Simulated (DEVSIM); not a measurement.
Structure: Mo/SiO2/n-Si capacitor, at 300 K.

Layer 1 from the left is SiO2, thickness (nm) 17.0. Layer 2 from the left is Si, thickness (nm) 1000, Nd (cm⁻³) 3.3e17.

Metal gate on the left, work function 4.6 eV. Fixed charge at the semiconductor interface 1.7e11 cm⁻² (in units of +e); interface traps 3.4e10 cm⁻² eV⁻¹, uniform in energy, neutral level at 0.5 of the gap above the valence band.

Constants are typed, rounded textbook-type inputs, not results; the design itself was drawn at random and stands for no fabricated device. Values at 300 K.

SiO2: gap (eV) 9, affinity (eV) 0.9, permittivity 3.9. Si: gap (eV) 1.124, affinity (eV) 4.05, permittivity 11.7, Nc (cm⁻³) 2.86e19, Nv (cm⁻³) 3.1e19.

Model (solved in DEVSIM): 1D Poisson equation in equilibrium, Boltzmann statistics, complete ionisation; no quantum confinement or tunnelling. Metal contacts follow the ideal Schottky-Mott rule: no Fermi-level pinning, no interface dipoles.

**Question.** What does the simulation give for the flat-band voltage, the minimum of the low-frequency capacitance?

**Answer.** flat-band voltage 0.31 V; minimum of the low-frequency capacitance 0.102 μF/cm².
